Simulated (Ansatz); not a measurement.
Where the default PAW files enter, the runs use the earlier of Ansatz's two default sets.

Crystal: BN (P6_3/mmc, 4 atoms a cell, 9.0 Å³ an atom); planes in its conventional cell.

Calculation: r2SCAN (plane waves, PAW; Ansatz, a first-principles code).

The gap is the functional's own. No spin-orbit coupling. Mid-gap values are interpolated on the energy grid.

```tsv
plane	area of the cell (Å²)	mid-gap κ (1/Å)	largest κ in the gap (1/Å)
(001)	5.4	0.41	0.45
(100)	16.6	[?]	[?]
```

**Question.** The slowest decay depends on the direction. Supply the withheld values.

**Answer.** 
- (100), mid-gap κ (1/Å): 0.33
- (100), largest κ in the gap (1/Å): 0.34
